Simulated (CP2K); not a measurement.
CP2K run on Al3Sc (Pm-3m, 4 atoms in the cell): self-consistent single point.

Level of theory: CP2K 2026.2 with PBE, GPW, DZVP-MOLOPT-PBE-GTH basis, GTH-PBE potentials (POTENTIAL_UZH).

The change in words: lattice scaled by 0.98. Reference geometry:
```
Al3Sc
1.0
    4.07827     0.00000     0.00000
    0.00000     4.07827     0.00000
    0.00000     0.00000     4.07827
Sc Al
1 3
Cartesian
  0.00000   0.00000   0.00000
  0.00000   2.03913   2.03913
  2.03913   0.00000   2.03913
  2.03913   2.03913   0.00000
```

Reference input (self-consistent single point, DFT PBE, GPW, DZVP-MOLOPT-PBE-GTH basis, GTH-PBE potentials (POTENTIAL_UZH)): CUTOFF = 600 Ry; REL_CUTOFF = 60 Ry; SMEAR/METHOD = GAUSSIAN; SIGMA = 0.272 eV; KPOINTS/SCHEME = MONKHORST-PACK 8 8 8; GAMMA_CENTERED = T; XC_FUNCTIONAL = PBE; Sc/BASIS_SET = DZVP-MOLOPT-PBE-GTH-q11; Sc/POTENTIAL = GTH-PBE-q11; Al/BASIS_SET = DZVP-MOLOPT-PBE-GTH-q3; Al/POTENTIAL = GTH-PBE-q3; METHOD = GPW. This run's input differs from it in these lines:

```diff
@@ -63,3 +63,3 @@
     &CELL
-      ABC 4.07827000 4.07827000 4.07827000
+      ABC 3.99670500 3.99670500 3.99670500
       ALPHA_BETA_GAMMA 90.00000000 90.00000000 90.00000000
```

The program printed (abridged):

```
 SCF WAVEFUNCTION OPTIMIZATION

  Step     Update method      Time    Convergence         Total energy    Change
     1 NoMix/Diag. 0.30E+00      -     1.55994762       -53.7952018357 -5.38E+01
     2 Broy./Diag. 0.30E+00      -     0.06219102       -52.9725645992  8.23E-01
     3 Broy./Diag. 0.30E+00      -     0.02953971       -53.2484373856 -2.76E-01
     4 Broy./Diag. 0.30E+00      -     0.04087975       -52.9749435868  2.73E-01
     5 Broy./Diag. 0.30E+00      -     0.00908079       -52.9107446727  6.42E-02
     6 Broy./Diag. 0.30E+00      -     0.00226978       -52.9158728623 -5.13E-03
     7 Broy./Diag. 0.30E+00      -     0.00009237       -52.9176576174 -1.78E-03
     8 Broy./Diag. 0.30E+00      -     0.00003582       -52.9177040294 -4.64E-05
     9 Broy./Diag. 0.30E+00      -     0.00000168       -52.9176929934  1.10E-05
    10 Broy./Diag. 0.30E+00      -     0.00000276       -52.9176816394  1.14E-05
    11 Broy./Diag. 0.30E+00      -     0.00000002       -52.9176814058  2.34E-07
  *** SCF run converged in    11 steps ***

  Overlap energy of the core charge distribution:               0.00000000000000
  Self energy of the core charge distribution:               -105.65658162899696
  Core Hamiltonian energy:                                     25.76616411142914
  Hartree energy:                                              35.70186424564269
  Exchange-correlation energy:                                 -8.72747166170379
  Smearing free energy correction:                             -0.00165647222790
  Fermi energy:                                                 0.31922934231345

  Total energy:                                               -52.91768140582529
  Total energy (extrapolated to sigma->0):                    -52.91685316971134

                     Mulliken Population Analysis

   [... lines left out ...]

 STRESS| Analytical stress tensor [bar]
 STRESS|                        x                   y                   z
 STRESS|      x        8.20222892112E+04   1.32429849794E-05   1.32422232216E-05
 STRESS|      y        1.32429849794E-05   8.20250062812E+04   1.32376999298E-05
 STRESS|      z        1.32422232216E-05   1.32376999298E-05   8.20241888122E+04
 STRESS| 1/3 Trace                                             8.20238281015E+04
```

The run converged in 11 iterations. Against the reference run the free energy goes up by 30.3 meV/atom and the pressure goes from 1.83 to 8.20 GPa.

The starting cell has typed, rounded lattice constants, without a prior relaxation at this level. Its lattice was rescaled by a random factor within 2.5 % of one. For this run, on top of that: lattice scaled by 0.98. Values carry the incompleteness of an atom-centred basis. With a pressure of about 8 GPa the cell is away from its equilibrium volume at this level.

Cost on one core of a shared machine: roughly 2 min.
